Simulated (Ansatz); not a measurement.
System: Si (model structure, started from the Ge type, P4₃2₁2, No. 96, 12 atoms in the cell). Method: LDA in Ansatz (plane waves, PAW).

Numerical settings: plane-wave cutoff 520 eV, 6×6×6 k mesh, Fermi–Dirac smearing 0.01 eV, scalar-relativistic PAW data made under PBE.

Cell (relaxed at this level):

Space group P4₃2₁2 (No. 96); a = b = 5.6058 Å, c = 6.6970 Å, α = β = γ = 90.00°

```
atom  site  symmetry       x       y       z
----  ----  --------  ------  ------  ------
Si      4a       ..2  0.0827  0.0827  0.0000
Si      8b         1  0.1665  0.3707  0.2468
```

**Question.** Give the computed band gap.

**Answer.** 
* **band gap**: 1.04 eV (on the SCF k mesh)

Note: the relaxation could raise the start's symmetry but not lower it, so the cell can be a saddle point.

Static lattice: no zero-point or thermal effects.

A model structure was made by putting elements into a prototype or built by hand; it is no filed structure, need not be a known phase, and can be a saddle point held by its symmetry.

Ansatz is a program for electronic structure.
